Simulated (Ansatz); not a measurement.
# Effect of Be → Li on Be

Start from Be in the hcp (Mg type) structure (space group P6_3/mmc, No. 194; a = 2.257 Å, c = 3.553 Å).

It is then changed as follows: every Be is replaced by Li, then cell and atoms are relaxed.

Level of theory: PBEsol, PAW, 420 eV (Ansatz, a first-principles code; scalar-relativistic without spin-orbit coupling). Γ-centred 17×17×10 mesh, Fermi–Dirac width 0.05 eV, for the changed cell.

```json
[
 {"quantity": "volume per atom", "base": "7.84 Å³", "changed": "20.22 Å³", "shift": "+12.38 Å³"},
 {"quantity": "density", "base": "1.91 g/cm³", "changed": "0.57 g/cm³", "shift": "-1.34 g/cm³"},
 {"quantity": "lattice parameter a", "base": "225.7 pm", "changed": "306.4 pm", "shift": "+80.7 pm"},
 {"quantity": "c/a ratio", "base": "1.574", "changed": "1.624", "shift": "+0.050"},
 {"quantity": "space group", "base": "P6_3/mmc (No. 194)", "changed": "P6_3/mmc (No. 194)", "shift": "–"},
 {"quantity": "shortest interatomic distance", "base": "220.3 pm", "changed": "305.2 pm", "shift": "+84.9 pm"},
 {"quantity": "band gap", "base": "zero", "changed": "zero", "shift": "–"}
]
```

Final structure:

```
CELL_PARAMETERS angstrom
      3.06363     0.00000     0.00000
     -1.53181     2.65318     0.00000
      0.00000     0.00000     4.97423
ATOMIC_POSITIONS crystal
  Li 0.33333 0.66667 0.75000
  Li 0.66667 0.33333 0.25000
```

No phonon test of stability was made. This is not the structure that Li has at room temperature and ambient pressure.
